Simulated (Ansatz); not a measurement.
F_C (diamond host)

All values below come from PBE, PAW (plane waves to 420 eV; Ansatz, a quantum-chemistry and plane-wave program). The supercell holds 64 host sites (2×2×2 repeats of a cell of 8 atoms), with a 2×2×2 shifted k-point sampling for the final energies. Site at the start: the C site. Energies of charged states are corrected for periodic images (point charge plus alignment at distant sites). Dielectric constants: PBE linear response of the host. Host gap at this level: 4.13 eV. These values are not converged in cell size to better than tenths of an eV. Levels are measured in PBE's own, too narrow, gap. Spin–orbit coupling is left out. Each state is the lowest found from its start.

Formation energies E_f are given with the Fermi level at the valence-band maximum. Chemical conditions: host crystal and elements as references (Δμ(C) = 0.14 eV, Δμ(F) = 0.00 eV; F taken from its element, since no compound that bounds it was computed at this level; only phases computed here count, gases as isolated molecules at 0 K). Reference phases: C: graphite, F: F2 molecule in a box.

Charges with a result: +3, +2, +1, 0, −1. Others weren't obtained, and one of them could lie lower, also by skipping a charge.

```csv
charge,moment (μB),point group,largest move off a lattice site (Å),image correction with alignment (eV),"E_f, host crystal and elements as references (eV)",above the lowest spin state (eV)
+3†,not spin-polarised,–,0.30,3.02,–,0.00
+2†,1.0,–,0.29,1.33,–,0.00
+1,not spin-polarised,C3v,0.28,0.30,5.98,0.00
0,1.0,near C3v,0.41,0.00,7.26,0.00
−1,2.0,C3v,0.46,0.45,9.91,0.00
−1†,not spin-polarised,–,0.46,0.46,–,0.28
```

† Not settled in this cell, so no level is given: charge +3: level within 0.1 eV of a band edge or past it, an image correction of 3.0 eV; charge +2: level within 0.1 eV of a band edge or past it.

Point groups are those of the whole cell at tolerances of 0.03 and 0.1 Å ("near" where only the looser one holds); none is given for unsettled states.

Transition levels above the valence-band maximum: ε(+1/0) = 1.28 eV; ε(0/−1) = 2.65 eV. With a charge missing or unsettled, these needn't be thermodynamic levels.

All states together cost around 30 core-minutes (rough).
